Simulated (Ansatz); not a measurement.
**PdTe (model structure, Cmcm, No. 63, 4 atoms in the cell): properties by level of theory**

| level (code) | bulk modulus B0 (GPa) | cohesive energy (eV/atom) |
|---|---|---|
| LDA (Ansatz) | 129 | 4.46 |
| PBEsol (Ansatz) | 119 | 3.92 |
| r²SCAN (Ansatz) | [?] | [?] |

### Question
Some entries are withheld; supply them.

### Answer

- r²SCAN (Ansatz, an electronic-structure program), bulk modulus B0 (GPa): 94.2
- r²SCAN (Ansatz), cohesive energy (eV/atom): 3.41

Caveats: the bulk modulus is −V dP/dV from two relaxed cells at ±2 % in volume (LDA, PBEsol, r²SCAN). Ansatz's density-functional and Hartree–Fock values are scalar-relativistic unless marked +SOC, with PAW data made under PBE.

Unless a cell is named, each level is at its own relaxed cell (LDA 19.46, PBEsol 19.91, r²SCAN 20.80 Å³/atom).

Free atoms are spin-polarised, in the lowest state found; at levels without +SOC their spin–orbit coupling is left out.

The computed numbers hold no vibrational or temperature effects.

A model structure was made by putting elements into a prototype or built by hand; it is no filed structure, need not be a known phase, and can be a saddle point held by its symmetry.
